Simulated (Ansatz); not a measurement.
Take MgTe in the wurtzite structure (space group P6_3mc, No. 186; a = 4.561 Å, c = 7.413 Å) as the base. Axes: x lies along a and z along c of the hexagonal cell.

Computed with Ansatz (an electronic-structure program), PBEsol, PAW, cutoff 420 eV, no SOC.

Strains are applied to the cell and any free atomic positions relax; under biaxial strain the out-of-plane vector relaxes too; under stress the whole cell relaxes.

One change was made to it. Results:

```json
[
 {"quantity": "band gap", "base": "2.39 eV", "after": "1.96 eV"},
 {"quantity": "valence-band top at Γ (three highest levels, from the VBM)", "base": "0.00, -0.02, -0.02 eV", "after": "0.00, 0.00, -0.35 eV"},
 {"quantity": "volume per atom", "base": "33.39 Å³", "after": "34.28 Å³"}
]
```

Q: What was done to the base?
A) uniaxial stress, 3 GPa tension along z
B) isotropic strain +5.76 %
C) biaxial strain −3.55 %, plane normal [001], relaxed out of plane

A: A, uniaxial stress, 3 GPa tension along z. For comparison, the band gap in the other runs: biaxial strain −3.55 %, plane normal [001], relaxed out of plane gives 2.30 eV; isotropic strain +5.76 % gives 1.70 eV.

Spin-orbit coupling, missing from the scalar runs, can matter with Te. Semilocal Kohn–Sham gaps tend to fall short of experiment. Stability under load was not tested beyond the relaxation.
